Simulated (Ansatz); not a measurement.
Base system: HgTe in the zinc blende structure (space group F-43m, No. 216; a = 6.573 Å).

Structures relaxed with Ansatz (an electronic-structure program) r2SCAN, scalar-relativistic without spin-orbit coupling, earlier PAW set.

Base:

Simulated powder pattern, Mo Kα, λ = 0.71073 Å (kinematic, ideal powder, no thermal factors, no anomalous dispersion; the 10 strongest lines at most, above 2 %, up to 2θ = 40°):

```json
[
 {"2θ (°)": "10.75", "I/Imax (%)": "100", "hkl": "(111)"},
 {"2θ (°)": "17.59", "I/Imax (%)": "84", "hkl": "(220)"},
 {"2θ (°)": "20.66", "I/Imax (%)": "58", "hkl": "(311)"},
 {"2θ (°)": "24.98", "I/Imax (%)": "16", "hkl": "(400)"},
 {"2θ (°)": "27.26", "I/Imax (%)": "27", "hkl": "(331)"},
 {"2θ (°)": "30.72", "I/Imax (%)": "35", "hkl": "(422)"},
 {"2θ (°)": "32.63", "I/Imax (%)": "21", "hkl": "(333)"},
 {"2θ (°)": "35.61", "I/Imax (%)": "11", "hkl": "(440)"},
 {"2θ (°)": "37.31", "I/Imax (%)": "20", "hkl": "(531)"},
 {"2θ (°)": "39.99", "I/Imax (%)": "15", "hkl": "(620)"}
]
```

After one change:

Simulated powder pattern, Mo Kα, λ = 0.71073 Å (kinematic, ideal powder, no thermal factors, no anomalous dispersion; the 10 strongest lines at most, above 2 %, up to 2θ = 40°):

```tsv
2θ (°)	I/Imax (%)
10.65	100
17.43	84
20.47	58
24.75	16
27.01	27
30.43	35
32.33	21
35.28	11
36.96	20
39.61	15
```

**Question.** Which change produced these results?
A) pressure −2 GPa
B) pressure 22.5 GPa
C) pressure −1 GPa
D) pressure 30 GPa

**Answer.** C, pressure −1 GPa. Its volume per atom is 36.48 Å³ against 35.50 Å³, and its space group is F-43m (No. 216).

Load acts through the strain it causes; cell and atoms are relaxed under it. No phonon test of stability was made. Tetrahedral semiconductors of this kind turn to denser phases somewhere between about 1 and 50 GPa; those were not computed, so compressed cells here can lie past the real transition. The final runs are not spin-polarised.
